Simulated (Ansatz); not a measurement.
The parent structure is a 10-atom supercell of CsSnBr$_{3}$ in the cubic perovskite structure (space group Pm-3m, No. 221; a = 5.7645 Å) at its relaxed geometry.

Calculations: plane-wave PAW DFT at the PBEsol level (Ansatz, a quantum-chemistry and plane-wave program, 420 eV), scalar-relativistic without spin-orbit coupling, earlier PAW set.

For the base:

| Item | Result |
|---|---|
| Pressure | 0.0 GPa |

Perturbation: a neutral H interstitial (started 2.45 Å from the nearest host atom), atoms relaxed at fixed cell, starting from a slightly rattled geometry.

Question: What happens to the pressure?

Answer: The pressure is nearly the same (0.0 GPa against -0.1 GPa).

Question: Predict the new final site of the added atom.

Answer: The final site of the added atom amounts to 2 Cs at 2.99 Å (bent).

Question: How does this affect the largest displacement of a host atom from its site in the perfect cell?

Answer: The largest displacement of a host atom from its site in the perfect cell amounts to 0.48 Å.

Other magnetic orders, which the real material may have, were not ruled out. The cell is small, so the values are those of an ordered compound at a high defect concentration; dilute-limit values will differ. Many cubic perovskites are stable only at high temperature; tilts and polar distortions were not tested. The defect cell is spin-polarised and ends with 1.0 μB.
